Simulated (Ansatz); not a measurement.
# The (000-1) surface of wurtzite GaN, N-terminated, 2x2 with 3 NH2 on 4 top atoms (bottom of the slab: 3 H on 4 bottom sites)

Computed with r2SCAN, at the PBE geometry (plane waves to 500 eV, PAW; Ansatz, an electronic-structure program).

Slab: 52 atoms, 14.7 Å thick at the start with caps and adatoms; k 4x4x1, smearing 0.025 eV, dipole-corrected; single point; no symmetry held, on the structure that PBE left; no spin, no spin-orbit, no U. It is one candidate, not shown to be the stable structure of the face.

| Property | Result |
|---|---|
| gap of the slab on its k-mesh | 1.91 eV |
| highest filled level below the top vacuum level | 4.45 eV |
| cost | roughly 12 core-minutes |
